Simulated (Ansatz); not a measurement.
The starting structures come from a database of crystals and need not be the phases stable at ambient conditions.

 Where the default PAW files enter, the runs use the earlier of Ansatz's two default sets.

Input:

```yaml
crystal:
  lattice:
    - [3.84172, 0.00000, 0.00000]
    - [0.00000, 6.33293, 0.00000]
    - [1.92086, 0.00000, 3.32703]
  atoms:
    - { symbol: Ga, position: [0.66667, 0.49995, 0.66667] }
    - { symbol: Ga, position: [0.33333, 0.99995, 0.33333] }
    - { symbol: P, position: [0.66667, 0.12605, 0.66667] }
    - { symbol: P, position: [0.33333, 0.62605, 0.33333] }
```

Space group of this cell: P6_3mc, wurtzite. The cell is taken as given.

All values below come from r2SCAN (plane waves, PAW; Ansatz, a first-principles code).

The current runs along the normal of the first two printed vectors; no spin-orbit coupling. Scaled by the factor s: the length along the current (ions clamped). Meshes 10×6×10 and 8×6 across the current in all rows.

```tsv
s	mean pressure (GPa)	band gap (eV)
0.97	3.0	1.51
1.00	0.1	1.74
1.03	-2.2	?
```

Question: Take the slope of the band gap against ln s from the two given rows, extrapolate to s = 1.03, and say what the run there gives.

Answer: Slope = (1.51 − 1.74) / ln 0.97 = 7.55 eV. The line gives 1.74 + (7.55) × ln 1.03 = 1.96 eV. The run gives 1.44 eV, 0.52 eV under the line, 234 % of the predicted step.
